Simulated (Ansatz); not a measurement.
The starting structures come from a database of crystals and need not be the phases stable at ambient conditions.

## Evanescent states of NaLaTiO₄ (P4/nmm, not sure to be the ambient phase, 14 atoms a cell, 13.5 Å³ an atom, -3 GPa at this level) along the normal of (111)

All values below come from r2SCAN (plane waves, PAW; Ansatz, an electronic-structure program).

The gap is the functional's own, uncorrected, and κ follows it; spin-orbit coupling is left out. Mid-gap values are interpolated between the computed energies.

Energies count from the valence-band top; κ is the least over a 6×4 mesh across the current.

```csv
E (eV),κ (1/Å),where
0.07,0.158,Γ
0.23,0.192,Γ
0.38,0.218,Γ
0.53,0.239,Γ
0.68,…,Γ
0.82,…,Γ
0.97,…,Γ
1.12,…,Γ
1.27,…,Γ
1.43,…,Γ
1.57,…,Γ
1.73,…,Γ
1.88,…,Γ
2.02,…,Γ
2.17,…,Γ
2.33,0.268,Γ
2.48,0.240,Γ
2.62,0.201,Γ
2.77,0.142,Γ
```

Q: What belongs in the gaps?

A: 
- 0.68, κ (1/Å): 0.256
- 0.82, κ (1/Å): 0.271
- 0.97, κ (1/Å): 0.282
- 1.12, κ (1/Å): 0.292
- 1.27, κ (1/Å): 0.300
- 1.43, κ (1/Å): 0.306
- 1.57, κ (1/Å): 0.309
- 1.73, κ (1/Å): 0.310
- 1.88, κ (1/Å): 0.308
- 2.02, κ (1/Å): 0.300
- 2.17, κ (1/Å): 0.288
